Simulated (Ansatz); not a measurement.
Functionals compared on a constructed model of the (0001) surface of hcp Re, a pseudomorphic layer of Zn in the host's stacking (bottom of the slab: a bare face, its two planes held), in Ansatz (plane waves, PAW). The structure was relaxed with PBE; the other rows are single points on it. Cutoff 420 eV (500 eV for r2SCAN).

Model: 7-atom slab, 13.6 Å thick at the start, 15x15x1 mesh, Fermi-Dirac 0.1 eV, dipole correction, 2 atoms held, the rest relaxed; symmetry of the start imposed; no spin, no spin-orbit, no U. It is one candidate, not shown to be the stable structure of the face. These notes are the PBE run's.

```csv
functional,work function of the top face (eV),rough cost of the single point
PBE,4.57,–
RPBE,?,about 28 core-seconds (a rough figure)
r2SCAN,4.68,about 50 core-seconds (a rough figure)
```

Task: Some entries are withheld; supply them.

Result: 
- RPBE, work function of the top face (eV): 4.42

Ansatz is a program for electronic structure.
